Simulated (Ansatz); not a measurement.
**GeSiC₂ (model structure, started from the AlGaN2 type, P-4m2, No. 115, 4 atoms in the cell): smallest direct gap on the k points sampled by level of theory**

No measured value is used here.

| level (code) | value (eV) |
|---|---|
| LDA (Ansatz) | … |
| PBE+SOC (Ansatz) | 1.84 |
| r²SCAN+SOC (Ansatz) | 2.14 |
| PBE0 (Ansatz) | 3.33 |
| G0W0@HSE06 (Ansatz) | 3.06 |

Question: Complete the blanks.

Answer: 
- LDA (Ansatz, a program for electronic structure), value (eV): 1.81

At these levels the smallest gap is indirect and lower: LDA 1.45, PBE+SOC 1.48, r²SCAN+SOC 1.78, PBE0 3.01, G0W0@HSE06 2.75 eV. Computed values are for a static lattice. Levels without +SOC have no spin–orbit coupling; where heavier elements are present it shifts gaps, mostly down, and can invert bands.  G0W0@HSE06: filled d or f shells below the valence bands can shift G0W0 gaps through exchange with them, which wasn't tested here. G0W0@HSE06: GW on a hybrid start was not checked against another program. Values are at the PBEsol cell. Cutoffs and k meshes differ between the levels. Ansatz's density-functional and Hartree–Fock values are scalar-relativistic unless marked +SOC, with PAW data made under PBE.

A model structure was made by putting elements into a prototype or built by hand; it is no filed structure, need not be a known phase, and can be a saddle point held by its symmetry.
